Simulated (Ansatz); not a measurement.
# Contacts of TiN-rs

Plane-wave PAW runs of Ansatz (a program for electronic structure) at PBE, 420 eV, without spin–orbit coupling and spin-polarised for magnetic metals alone: periodic stacks cut from bulk faces, the metal strained to the host, one local minimum each, barriers from the potential line-up. PBE gaps are too small, so electron and hole barriers sum to less than measured.

```tsv
metal face	host face	atoms; faces of host | metal; metal's strain (%)
(1) TiN-rs (001)	AlAs-zb (001)	35; Al/Al | NTi/NTi; -4.6
(2) TiN-rs (001)	ZnSe-zb (001)	35; Se/Se | NTi/NTi; -4.5
(3) TiN-rs (110)	AlAs-zb (110)	40; AlAs/AlAs | NTi/NTi; -4.6
(4) TiN-rs (110)	BN-zb (110)	96; BN/BN | NTi/NTi; +4.5
```

Problem. Estimate the barriers.

Solution. 
```csv
metal face,host face,atoms; faces of host | metal; metal's strain (%),hole barrier (eV),electron barrier (eV)
(1) TiN-rs (001),AlAs-zb (001),35; Al/Al | NTi/NTi; -4.6,1.19,0.32
(2) TiN-rs (001),ZnSe-zb (001),35; Se/Se | NTi/NTi; -4.5,0.82,0.33
(3) TiN-rs (110),AlAs-zb (110),40; AlAs/AlAs | NTi/NTi; -4.6,0.98,0.53
(4) TiN-rs (110),BN-zb (110),96; BN/BN | NTi/NTi; +4.5,1.56,2.90
```
